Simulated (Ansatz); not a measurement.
Sb, element substitutions

Take Sb in the A7 type structure (space group R-3m, No. 166; layered) as the base.

```cif
data_Sb2
_chemical_formula_sum 'Sb2'
_space_group_name_H-M_alt 'P 1'
_space_group_IT_number 1
_cell_length_a 4.53197
_cell_length_b 4.53197
_cell_length_c 4.53197
_cell_angle_alpha 57.042
_cell_angle_beta 57.042
_cell_angle_gamma 57.042
loop_
_space_group_symop_operation_xyz
  'x, y, z'
loop_
_atom_site_label
_atom_site_type_symbol
_atom_site_fract_x
_atom_site_fract_y
_atom_site_fract_z
_atom_site_occupancy
Sb1 Sb 0.23324 0.23324 0.23324 1
Sb2 Sb 0.76676 0.76676 0.76676 1
```

Each row replaces one element on all its sites; cell and atoms are relaxed.

Computed with Ansatz (a first-principles code), r2SCAN+rVV10, PAW, cutoff 500 eV, spin-orbit coupling left out.

Q: Only one of these keeps the space group of the base. Which?
A. Sb → Sn
B. Sb → Pt
C. Sb → Bi

A: C, Sb → Bi. Computed: Sb → Pt: Pm-3m (No. 221); Sb → Sn: Pm-3m (No. 221); Sb → Bi: R-3m (No. 166)

No phonon test of stability was made. As relaxed here, Pt and Sn are hypothetical phases, not in the database extracts checked. All final runs are without spin polarisation.
